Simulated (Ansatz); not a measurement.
# O on the 1x1 (111) surface of fcc Ni, ferromagnetic, one in a 2x2 cell, started at the site 'hollow Ni-Ni-Ni over Ni at depth 4.0 Å'

Calculation: PBE (plane waves to 420 eV, PAW; Ansatz, an electronic-structure program).

Model: 17-atom slab, 6.0 Å thick at the start under the adsorbate (thin: gaps and levels are the slab's own), 7x7x1 mesh, Fermi-Dirac 0.1 eV, dipole correction, 8 atoms held, the rest relaxed; symmetry of the start imposed; spin-polarised, no spin-orbit, no U, no dispersion correction. At the end it is bonded to 3 Ni. In PBE it is, or lies within 0.03 eV of, the lowest of the starts that converged.

adsorption energy against ½ O2(g): -2.32 eV
work function of the top face: 5.73 eV
change of the work function: 0.65 eV
change of the step from the bottom to the top vacuum level, against the clean slab: 0.66 eV
energy released by relaxation: 0.29 eV
height of the binding atom over the mean of the host atoms within 0.3 Å of the top one: 2.126 bohr
magnetic moment of the cell: 10.18 μB
nearest host atoms of the binding atom: Ni at 1.83 Å, Ni at 1.83 Å, Ni at 1.83 Å
largest move of a host atom: 0.07 Å
cost: very roughly 11 core-minutes

A negative adsorption energy means that the adsorbate is more stable on the surface than in its reference.
